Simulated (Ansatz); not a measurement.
B (model structure, started from the C4 type, I4₁32, No. 214, 4 atoms in the cell): band gap by level of theory

No measured value is used here.

**Question.** Put these levels in order of the band gap that they give for B (model structure, started from the C4 type, I4₁32, No. 214, 4 atoms in the cell), smallest first: G0W0@PBEsol (Ansatz, a first-principles code), HSE06 (Ansatz), PBEsol (Ansatz).

**Answer.** PBEsol (1.41 eV), G0W0@PBEsol (2.14 eV), HSE06 (2.42 eV)

Computed values are for a static lattice.  Values are at the PBEsol cell. Cutoffs and k meshes differ between the levels. Ansatz's density-functional and Hartree–Fock values are scalar-relativistic unless marked +SOC, with PAW data made under PBE.

A model structure was made by putting elements into a prototype or built by hand; it is no filed structure, need not be a known phase, and can be a saddle point held by its symmetry.
